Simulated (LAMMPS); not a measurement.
System: a melt made from Ni (fcc), 256 atoms, at 2760 K and 0 GPa, brought to that temperature within a few picoseconds.

Method: MD with a machine-learned potential, pair style snap, file Ni_Zuo_JPCA2020.quadratic.snap, run in LAMMPS.

```tsv
r (Å)	g(r)
1.740	0.000
1.780	0.009
1.820	0.008
1.860	0.008
1.900	0.057
1.940	0.117
1.980	0.218
2.020	0.361
2.060	0.649
2.100	0.892
2.140	1.09
2.180	1.45
2.220	1.74
2.260	1.80
2.300	2.06
2.340	2.16
2.380	2.36
2.420	2.22
2.460	2.19
2.500	2.04
2.540	1.94
2.580	1.87
2.620	1.72
2.660	1.61
2.700	1.50
2.740	1.40
2.780	1.32
2.820	1.18
2.860	1.08
2.900	1.00
2.940	0.978
2.980	0.876
3.020	0.902
3.060	0.785
3.100	0.829
3.140	0.750
3.180	0.766
3.220	0.743
3.260	0.748
3.300	0.748
3.340	0.708
3.380	0.696
3.420	0.697
3.460	0.653
3.500	0.686
3.540	0.694
3.580	0.707
3.620	0.730
3.660	0.737
3.700	0.731
3.740	0.781
3.780	0.782
3.820	0.813
3.860	0.817
3.900	0.924
3.940	0.920
3.980	0.930
4.020	0.947
4.060	1.01
4.100	1.06
4.140	1.05
4.180	1.02
4.220	1.11
4.260	1.08
4.300	1.13
4.340	1.13
4.380	1.11
4.420	1.13
4.460	1.17
4.500	1.18
4.540	1.18
4.580	1.16
4.620	1.19
4.660	1.22
4.700	1.19
4.740	1.16
4.780	1.18
4.820	1.10
4.860	1.11
4.900	1.04
4.940	1.11
4.980	1.05
5.020	1.03
5.060	0.951
5.100	1.03
5.140	1.01
5.180	0.970
5.220	0.979
5.260	0.950
5.300	0.968
5.340	0.914
5.380	0.911
5.420	0.913
5.460	0.914
5.500	0.927
5.540	0.885
5.580	0.891
5.620	0.891
5.660	0.896
5.700	0.881
5.740	0.911
```

The data show:
- state found: liquid
- first peak of g(r): 2.40 Å, height 2.4
- coordination number: 12.5 (counted to 3.46 Å)

Caution: a run this short can hold a crystal over, or a liquid under, the potential's own melting point, which these runs don't give.
